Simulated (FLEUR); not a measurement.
**A self-consistent single point of LaSiNi4 (Cmmm, 6 atoms in the cell) with FLEUR**

Computed with LDA (Vosko-Wilk-Nusair), all-electron FLAPW (FLEUR), scalar-relativistic valence.

Input as run:

Input of the input generator:

```
LaSiNi4 FLAPW
&input film=f /
0.5349696429 -0.8448712808 0.0000000000
0.5349696429 0.8448712808 0.0000000000
0.0000000000 0.0000000000 0.8105009260
9.2085397832
1.0 1.0 1.0

6
57 0.0000000000 0.0000000000 0.0000000000
14 0.5000000000 0.5000000000 0.5000000000
28 0.3424500000 0.6575500000 0.0000000000
28 0.6575500000 0.3424500000 0.0000000000
28 0.5000000000 0.0000000000 0.5000000000
28 0.0000000000 0.5000000000 0.5000000000

&comp jspins=1 /
&exco xctyp='vwn' /
&kpt div1=6 div2=6 div3=7 gamma=t /
&end /
```

```xml
<?xml version="1.0" encoding="UTF-8" standalone="no"?>
<fleurInput fleurInputVersion="0.39">
   <comment>
      LaSiNi4 FLAPW                                                                                       
   </comment>
   <calculationSetup>
      <cutoffs Kmax="4.1" Gmax="16.4" GmaxXC="16.4" numbands="0"/>
      <scfLoop itmax="100" minDistance="0.00001" maxIterBroyd="25" imix="Anderson" alpha="0.05" precondParam="0.0" spinf="2.0"/>
      <coreElectrons ctail="T" frcor="F" kcrel="0" coretail_lmax="0"/>
      <xcFunctional name="vwn" relativisticCorrections="F"/>
      <magnetism jspins="1"/>
      <soc l_soc="F" theta="0.0" phi="0.0" spav="F"/>
      <expertModes spex="0" secvar="F"/>
      <geometryOptimization l_f="T" forcealpha="1.0" forcemix="BFGS" epsdisp="0.00001" epsforce="0.00001"/>
      <ldaU l_linMix="F" mixParam="0.05" spinf="1.0"/>
   </calculationSetup>
   <cell>
      <bzIntegration valenceElectrons="79.0" mode="hist" fermiSmearingEnergy="0.00367493">
         <kPointListSelection listName="default-1"/>
         <!-- k-points included here -->
         <xi:include xmlns:xi="http://www.w3.org/2001/XInclude" href="kpts.xml"> </xi:include>
      </bzIntegration>
      <!-- symmetry operations included here -->
      <xi:include xmlns:xi="http://www.w3.org/2001/XInclude" href="sym.xml"> </xi:include>
      <bulkLattice scale="1.0">
         <bravaisMatrix>
            <row-1>    4.9262892394489484    -7.7800308009299384     0.0000000000000000</row-1>
            <row-2>    4.9262892394489484     7.7800308009299384     0.0000000000000000</row-2>
            <row-3>    0.0000000000000000     0.0000000000000000     7.4635300213914402</row-3>
         </bravaisMatrix>
      </bulkLattice>
   </cell>
   <atomSpecies>
      <species name="Lanthanum (La)" element="La" atomicNumber="57">
         <mtSphere radius="2.45" gridPoints="847" logIncrement="0.015"/>
         <atomicCutoffs lmax="10" lnonsphr="8"/>
         <electronConfig flipSpins="F">
            <coreConfig>(1s1/2) (2s1/2) (2p1/2) (2p3/2) (3s1/2) (3p1/2) (3p3/2) (4s1/2) (3d3/2) (3d5/2) (4p1/2) (4p3/2) (4d3/2) (4d5/2)</coreConfig>
            <valenceConfig>(5s1/2) (5p1/2) (5p3/2) (6s1/2) (5d3/2) (5d5/2)</valenceConfig>
            <stateOccupation state="(5d3/2)" spinUp="0.2" spinDown="0.2"/>
            <stateOccupation state="(5d5/2)" spinUp="0.3" spinDown="0.3"/>
         </electronConfig>
         <energyParameters s="6" p="6" d="5" f="4"/>
         <lo type="SCLO" l="0" n="5" eDeriv="0"/>
         <lo type="SCLO" l="1" n="5" eDeriv="0"/>
      </species>
      <species name="Silicon (Si)" element="Si" atomicNumber="14">
         <mtSphere radius="1.65" gridPoints="569" logIncrement="0.02"/>
         <atomicCutoffs lmax="6" lnonsphr="4"/>
         <electronConfig flipSpins="F">
            <coreConfig>(1s1/2) (2s1/2) (2p1/2) (2p3/2)</coreConfig>
            <valenceConfig>(3s1/2) (3p1/2) (3p3/2)</valenceConfig>
            <stateOccupation state="(3p1/2)" spinUp="0.3333333333333" spinDown="0.3333333333333"/>
            <stateOccupation state="(3p3/2)" spinUp="0.6666666666667" spinDown="0.6666666666667"/>
         </electronConfig>
         <energyParameters s="3" p="3" d="3" f="4"/>
      </species>
      <species name="Nickel (Ni)" element="Ni" atomicNumber="28">
         <mtSphere radius="2.19" gridPoints="757" logIncrement="0.016"/>
         <atomicCutoffs lmax="8" lnonsphr="6"/>
         <electronConfig flipSpins="F">
            <coreConfig>(1s1/2) (2s1/2) (2p1/2) (2p3/2) (3s1/2)</coreConfig>
            <valenceConfig>(3p1/2) (3p3/2) (4s1/2) (3d3/2) (3d5/2)</valenceConfig>
            <stateOccupation state="(3d3/2)" spinUp="1.6" spinDown="1.6"/>
            <stateOccupation state="(3d5/2)" spinUp="2.4" spinDown="2.4"/>
         </electronConfig>
         <energyParameters s="4" p="4" d="3" f="4"/>
         <lo type="SCLO" l="1" n="3" eDeriv="0"/>
      </species>
   </atomSpecies>
   <atomGroups>
      <atomGroup species="Lanthanum (La)">
         <relPos label="                   1">.0000000000 .0000000000 .0000000000</relPos>
         <force calculate="T" relaxXYZ="TTT"/>
      </atomGroup>
      <atomGroup species="Silicon (Si)">
         <relPos label="                   2">1.000/2.000 1.000/2.000 1.000/2.000</relPos>
         <force calculate="T" relaxXYZ="TTT"/>
      </atomGroup>
      <atomGroup species="Nickel (Ni)">
         <relPos label="                   3">.3424500000 -.3424500000 .0000000000</relPos>
         <relPos label="                   4">-.3424500000 .3424500000 .0000000000</relPos>
         <force calculate="T" relaxXYZ="TTT"/>
      </atomGroup>
      <atomGroup species="Nickel (Ni)">
         <relPos label="                   5">1.000/2.000 .0000000000 1.000/2.000</relPos>
         <relPos label="                   6">.0000000000 1.000/2.000 1.000/2.000</relPos>
         <force calculate="T" relaxXYZ="TTT"/>
      </atomGroup>
   </atomGroups>
   <output dos="F" band="F" slice="F">
      <checks vchk="F" cdinf="F"/>
      <bandDOS minEnergy="-.5*Htr" maxEnergy="0.5*Htr" sigma="0.015" storeEVData="T"/>
      <vacuumDOS vacdos="F" integ="F" star="F" nstars="0" locx1="0.0" locy1="0.0" locx2="0.0" locy2="0.0" nstm="0" tworkf="0.0"/>
      <unfoldingBand unfoldBand="F" supercellX="1" supercellY="1" supercellZ="1"/>
      <plotting iplot="0" polar="F">
         <plot TwoD="T" vec1="  1.0  0.0  0.0" vec2="  0.0  1.0  0.0" vec3="  0.0  0.0  1.0" zero="  0.0  0.0  0.0" file="plot"/>
      </plotting>
      <chargeDensitySlicing numkpt="0" minEigenval="0.0" maxEigenval="0.0" nnne="0" pallst="F"/>
      <specialOutput eonly="F"/>
      <magneticCircularDichroism mcd="F" energyLo="-10.0" energyUp="0.0"/>
   </output>
  <!-- We include the file relax.xml here to enable relaxations (see documentation) -->
  <xi:include xmlns:xi="http://www.w3.org/2001/XInclude" href="relax.xml"> <xi:fallback/> </xi:include>
</fleurInput>
```

Output, abridged:

```
      Welcome to FLEUR        (www.flapw.de)
      MaX-Release 8.1          (www.max-centre.eu)

 ========== k-point set info ==========
 Selected k-point list: default-1
 k-point list type: mesh
 6 x 6 x 7
 Number of k points: 52

 ------------Calculation Setup---------------------------
           1           2           4          13          26          52
 Number of basis functions:          714
 Iteration:     1   Distance:      19.01637042 me/bohr^3
 Iteration:     2   Distance:      12.46992826 me/bohr^3
 Iteration:     3   Distance:       8.51846417 me/bohr^3
 Iteration:     4   Distance:       7.32246549 me/bohr^3
 Iteration:     5   Distance:       4.14734494 me/bohr^3
 Iteration:     6   Distance:       2.80515244 me/bohr^3
   [... 11 lines left out ...]
 Iteration:    18   Distance:       0.00106101 me/bohr^3
 Iteration:    19   Distance:       0.00010813 me/bohr^3
 Iteration:    20   Distance:       0.00003575 me/bohr^3
 Iteration:    21   Distance:       0.00001576 me/bohr^3
 Iteration:    22   Distance:       0.00000247 me/bohr^3
 Reset of history

 Run finished successfully
 Stop message:
   Structural relaxation: new displacements generated

[file out, last iteration]
             iter=     23
          p o t e n t i a l   g e n e r a t o r
[...]
          integral of pseudo charge density inside the slab=        0.000000   0.000000
     coulomb potential in the interstitial region:
          density-coulomb potential integrals
          total density-coulomb potenti   -23786.5604172387
          density-effective potential integrals for spin  1
          total density-effective poten   -2.4399034625E+04
          charge density-energy density integrals
          total charge density-energy d   -4.6227762988E+02
 Updated energy parameters for spin:           1
  Atom    1 6s branch from -0.50 to  3.97 htr. ; e_l =  0.2241
  Atom    1 6p branch from  0.30 to  4.82 htr. ; e_l =  0.3342
  Atom    1 5d branch from -3.10 to  1.59 htr. ; e_l =  0.3262
  Atom    1 4f branch from -9.99 to  0.62 htr. ; e_l =  0.4798
  Atom    1 5s branch from -9.04 to -0.50 htr. ; e_l(l -0.7581
  Atom    1 5p branch from -6.61 to  0.30 htr. ; e_l(l -0.1868
  Atom    2 3s branch from -4.45 to  3.11 htr. ; e_l = -0.1847
  Atom    2 3p branch from -2.85 to  3.50 htr. ; e_l = -0.0398
  Atom    2 3d branch from -9.99 to  3.37 htr. ; e_l =  0.1318
  Atom    2 4f branch from -9.99 to  6.94 htr. ; e_l =  0.2940
  Atom    3 4s branch from -3.34 to  2.00 htr. ; e_l =  0.2449
  Atom    3 4p branch from -1.89 to  2.62 htr. ; e_l =  0.3858
  Atom    3 3d branch from -9.99 to  0.47 htr. ; e_l =  0.3418
  Atom    3 4f branch from -9.99 to  3.97 htr. ; e_l =  0.7062
  Atom    3 3p branch from-30.29 to -1.89 htr. ; e_l(l -1.9067
  Atom    4 4s branch from -3.34 to  2.00 htr. ; e_l =  0.2596
  Atom    4 4p branch from -1.89 to  2.63 htr. ; e_l =  0.4015
  Atom    4 3d branch from -9.99 to  0.47 htr. ; e_l =  0.3456
  Atom    4 4f branch from -9.99 to  3.98 htr. ; e_l =  0.7224
  Atom    4 3p branch from-30.30 to -1.89 htr. ; e_l(l -1.9066
[...]
 fermi energy and band-weighting factors:
at   0.00000   0.00000   0.00000   k-weight:    0.003968
   60 eigenvalues :
   -1.911502   -1.910526   -1.910238   -1.909360   -1.905303   -1.904380   -1.904177   -1.903619
   -1.903154   -1.902683   -1.902457   -1.901893   -0.751824   -0.162888   -0.159964   -0.148698
    0.041601    0.250517    0.252892    0.277951    0.283221    0.289618    0.299351    0.299365
   [... 5 lines left out ...]
   [... 2 blocks of this kind left out ...]

[...]
FERMIE:
          first approx. to ef    (T=0)  :   0.413016 htr   (energy of the highest occ. eigenvalue)
          number of occ. states  (T=0)  :       2055
          first approx. to seigv (T=0)  : -33.131223 htr
          sum of weights of occ. states :  39.507937
          sum of semicore charge        :   0.000000 e
FERHIS:  Fermi-Energy by histogram:
          bandgap                     :   0.000075 htr
          charge neutrality (T=0)     :   0.015873    (zero if the highest occ. eigenvalue is "entirely" occupied)
     EF_NEWTON:  Adjust Fermi-Energy by Newton-Method.
               Number of iterations needed  :   3
               The error in the weight is   : -0.81424E-11
               The error in ef is           :  0.15801E-12 htr
     -->  new fermi energy            :   0.413576 htr
          valence charge              :  79.000000 e
          actual charge blw ef-8kt    :  74.603175 e
          actual charge blw ef+8kt    :  79.000000 e
          number of occ. states       :      2130
          sum of the valence weights  :   39.500000
          entropy         :   1.210010 *kb htr/K =   0.00000 htr/K
          sum of val. single particle energies:       -33.1358644443 htr
 Direct bandgap for spin            1 :    3.7587411863687081E-003  Htr
 at k-point           40  with k-vector   0.33333333333333331       0.33333333333333331       0.42857142857142855
          valence density: spin= 1
[...]
     l-like charge
     atom     s        p        d        f        total
 -->  1    1.95538  5.15236  0.55356  0.16214    7.82749
 -->  2    0.43459  0.47995  0.04998  0.00281    0.96773
 -->  3    0.40499  6.31934  8.22143  0.01573   14.96491
 -->  4    0.39028  6.30387  8.18322  0.01369   14.89431
          total charge for spin  1=   79.000000
          interst. charge =      10.486337
          mt charge=              7.827487    0.967728   14.964909   14.894314
          total charge  =   79.000000
          z= 57.     r(1)=  0.755039E-05     dx= 0.015000     m.t.index= 847
               n    l     j    energy       weight
               1.   0.   0.5-1420.7389      2.0000
               2.   0.   0.5 -225.5197      2.0000
               2.   1.   0.5 -212.7424      2.0000
   [... 11 lines left out ...]
          atom type    1  (spin 1)
          kinetic energy=  0.902907721424E+04     sum of the eigenvalues= -0.522868813089E+04
          0.00148962  electrons lost from core.
   [... 3 blocks of this kind left out ...]

          total charge for spin  1=  183.000000
          interst. charge =      10.512744
          mt charge=             53.825998   10.946295   26.964039   26.893442
          total charge  =  183.000000
          zc=   183.000000     qfix=    1.000000
     t o t a l  e n e r g y
          sum of eigenvalues =             -8856.8877428098
          density-coulomb potential int   -23786.5604172387
          density-effective potential i   -24399.0346251123
          charge density-ex.-corr.energ     -462.2776298765
          el.-nucl. inter. diff. m.t.      10309.2703964202
          Madelung term for atom type:       -43.0574003984
          el.-nucl. inter. diff. m.t.        337.0486148508
          Madelung term for atom type:       -12.5811974698
          el.-nucl. inter. diff. m.t.       3645.3792095021
          Madelung term for atom type:       -24.0079800567
          el.-nucl. inter. diff. m.t.       3644.1090812653
          Madelung term for atom type:       -25.2319969411
 ---->    total energy=                   -14854.0968330978 htr
 ---->    (input%tkb*entropy) TS=              0.0044467018 htr
 ---->    free energy=                    -14854.1012797995 htr
      extrapolation for T->0
 ---->    total electron energy=          -14854.0990564486 htr
 ***** TOTAL FORCES ON ATOMS *****
 TOTAL FORCE FOR ATOM TYPE=  1  X=  0.000   Y=  0.000   Z=  0.000
                       FX_TOT= 0.000000 FY_TOT= 0.000000 FZ_TOT= 0.000000
 TOTAL FORCE FOR ATOM TYPE=  2  X=  4.926   Y=  0.000   Z=  3.732
                       FX_TOT= 0.000000 FY_TOT= 0.000000 FZ_TOT= 0.000000
 TOTAL FORCE FOR ATOM TYPE=  3  X=  0.000   Y= -5.329   Z=  0.000
                       FX_TOT= 0.000000 FY_TOT=-0.000155 FZ_TOT= 0.000000
 TOTAL FORCE FOR ATOM TYPE=  4  X=  2.463   Y= -3.890   Z=  3.732
                       FX_TOT= 0.000000 FY_TOT= 0.000000 FZ_TOT= 0.000000
```

The run converged in 22 iterations. FLEUR gives forces in its relaxation mode, with a further iteration, so its stop message speaks of a relaxation.

The starting cell comes from a database of computed structures (which also holds hypothetical and non-ambient phases and stackings), without a prior relaxation at this level. Spin polarisation is off. Values depend on the basis (sphere radii, cutoffs, local orbitals), which need not be converged. The log's line on a gap gives a spacing of levels on this mesh, which the program prints for metals too.

Cost on one core of a shared machine: roughly 7 min.
